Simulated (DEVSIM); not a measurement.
System: GaSb n-i-p diode, at 300 K.

| layer (left to right) | material | thickness (μm) | Nd (cm⁻³) | Na (cm⁻³) | τn (s) | τp (s) |
|---|---|---|---|---|---|---|
| 1 | GaSb | 0.480 | 1e17 | - | 9.7e-9 | 9.7e-9 |
| 2 | GaSb | 14.0 | - | 1.3e13 | 9.7e-9 | 9.7e-9 |
| 3 | GaSb | 0.490 | - | 3.3e17 | 9.7e-9 | 9.7e-9 |

Left contact: ohmic. Right contact: ohmic. Voltage is applied to the left contact. Recombination: SRH at mid-gap, radiative. Mobility is μmin + (μ − μmin)/(1 + (N/Nref)^α).

The device is made up for the run: typed textbook-type constants, with dimensions and the other settings drawn at random. Values at 300 K.

```tsv
parameter	GaSb
gap (eV)	0.726
affinity (eV)	4.06
permittivity	15.7
Nc (cm⁻³)	2.1e17
Nv (cm⁻³)	1.8e19
μn (cm²/Vs)	5000
μp (cm²/Vs)	850
μn,min	1000
μp,min	190
Nref,n	2.8e17
Nref,p	9e17
αn	1.05
αp	0.65
B (cm³/s)	1e-10
```

DEVSIM, 1D drift-diffusion, Boltzmann statistics, complete ionisation; no tunnelling, impact ionisation, image-force lowering or self-heating.

Question: Tabulate band edges, carrier densities and field at zero bias.

Answer: Energies count from the Fermi level of the right contact; mesh points crowd at the junctions.

| x (μm) | Ec (eV) | Ev (eV) | n (cm⁻³) | p (cm⁻³) | field (V/cm) |
|---|---|---|---|---|---|
| 0.000 | 0.019 | -0.707 | 1.0e17 | 2.4e7 | ≈ 0 |
| 0.03544 | 0.019 | -0.707 | 1.0e17 | 2.4e7 | ≈ 0 |
| 0.1178 | 0.019 | -0.707 | 1.0e17 | 2.4e7 | ≈ 0 |
| 0.3004 | 0.019 | -0.707 | 1.0e17 | 2.4e7 | ≈ 0 |
| 0.4405 | 0.021 | -0.705 | 9.2e16 | 2.6e7 | 1500 |
| 0.4783 | 0.043 | -0.683 | 4.0e16 | 6.1e7 | 14000 |
| 0.5125 | 0.079 | -0.647 | 9.7e15 | 2.5e8 | 7700 |
| 0.6556 | 0.139 | -0.587 | 9.7e14 | 2.5e9 | 2500 |
| 0.9650 | 0.189 | -0.537 | 1.4e14 | 1.7e10 | 1100 |
| 1.753 | 0.250 | -0.476 | 1.3e13 | 1.8e11 | 580 |
| 3.900 | 0.328 | -0.398 | 6.4e11 | 3.8e12 | 210 |
| 10.37 | 0.363 | -0.363 | 1.7e11 | 1.5e13 | 24 |
| 12.88 | 0.383 | -0.343 | 7.8e10 | 3.1e13 | 200 |
| 13.87 | 0.420 | -0.306 | 1.8e10 | 1.3e14 | 720 |
| 14.32 | 0.483 | -0.243 | 1.6e9 | 1.5e15 | 2900 |
| 14.43 | 0.533 | -0.193 | 2.3e8 | 1.0e16 | 7800 |
| 14.48 | 0.588 | -0.138 | 2.8e7 | 8.7e16 | 23000 |
| 14.51 | 0.622 | -0.104 | 7500000 | 3.2e17 | 1100 |
| 14.63 | 0.623 | -0.103 | 7300000 | 3.3e17 | ≈ 0 |
| 14.81 | 0.623 | -0.103 | 7300000 | 3.3e17 | ≈ 0 |
| 14.92 | 0.623 | -0.103 | 7300000 | 3.3e17 | ≈ 0 |
| 14.97 | 0.623 | -0.103 | 7300000 | 3.3e17 | ≈ 0 |
